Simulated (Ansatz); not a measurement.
Consider Se (space group P3_121, No. 152; a = 4.0391 Å, c = 5.1204 Å; made of chains).

Structures relaxed with Ansatz (a first-principles code), PBEsol, PAW, cutoff 420 eV, without spin-orbit coupling, earlier PAW set.

Base:

Simulated powder pattern, Cu Kα1, λ = 1.54056 Å (kinematic, ideal powder, no thermal factors, no anomalous dispersion; the 14 strongest lines at most, above 2 %, up to 2θ = 90°):

| 2θ (°) | I/Imax (%) | hkl |
|---|---|---|
| 25.44 | 22 | (100) |
| 30.93 | 100 | (011) |
| 43.78 | 38 | (102) |
| 44.84 | 22 | (110) |
| 48.41 | 14 | (111) |
| 53.65 | 7.7 | (003) |
| 55.47 | 19 | (021) |
| 58.13 | 8.3 | (112) |
| 64.47 | 12 | (202) |
| 71.27 | 11 | (210) |
| 72.44 | 10 | (113) |
| 73.99 | 7.7 | (211) |
| 79.70 | 6.5 | (014) |
| 81.95 | 5.9 | (122) |

Now apply this change: every lattice vector is shortened by 3.31 %, atoms relaxed at fixed cell.

Question: How do the reflections move or split?

Answer: 
Simulated powder pattern, Cu Kα1, λ = 1.54056 Å (kinematic, ideal powder, no thermal factors, no anomalous dispersion; the 14 strongest lines at most, above 2 %, up to 2θ = 90°):

```csv
2θ (°),I/Imax (%),hkl
26.33,12,(100)
32.02,100,(011)
45.36,37,(102)
46.47,26,(110)
50.18,9.1,(111)
55.65,7.2,(003)
57.55,18,(201)
60.32,5.2,(112)
66.96,11,(022)
74.11,7.4,(210)
75.34,12,(113)
76.97,10,(121)
83.01,6.4,(014)
85.40,7.8,(212)
```

The indices refer to the base's conventional cell; one index is shown for lines that coincide.

The cells carry an imposed strain or load. Whether these cells are dynamically stable was not tested. No dispersion term is included in the PBEsol runs.
